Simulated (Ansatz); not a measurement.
# What uniaxial strain ε_zz = +2.50 % does to Pb

Take Pb in the fcc (Cu type) structure (space group Fm-3m, No. 225; a = 4.934 Å; relaxed with 0.1 eV smearing) as the base. Axes: x, y, z lie along the cube axes.

The change: the cell is stretched by 2.50 % along z with no lateral relaxation; the atoms relax in the strained cell.

The values are results of DFT with PBEsol, PAW potentials and a 420 eV plane-wave cutoff in Ansatz (an electronic-structure program), no SOC, not measurements. Settings: 23×23×23 k-points, 0.1 eV Fermi–Dirac smearing.

```tsv
quantity	base	changed	shift
volume per atom	30.03 Å³	30.78 Å³	+0.75 Å³
space group	Fm-3m (No. 225)	I4/mmm (No. 139)	–
shortest interatomic distance	3.489 Å	3.489 Å	0.000 Å
energy relative to the base (free energy F)	0 meV/atom	+3.2 meV/atom	+3.2 meV/atom
pressure (mean of the normal stresses, compression positive)	0.0 GPa	-1.1 GPa	-1.1 GPa
band gap	zero	zero	–
stress (xx, yy, zz, yz, xz, xy; compression positive)	–	(-1.0, -1.0, -1.3, 0.0, 0.0, 0.0) GPa	–
```

Final structure:

```
Pb
1.0
    0.00000     2.46707     2.52875
    2.46707     0.00000     2.52875
    2.46707     2.46707     0.00000
Pb
1
Direct
  0.00000   0.00000   0.00000
```

No phonon test of stability was made.
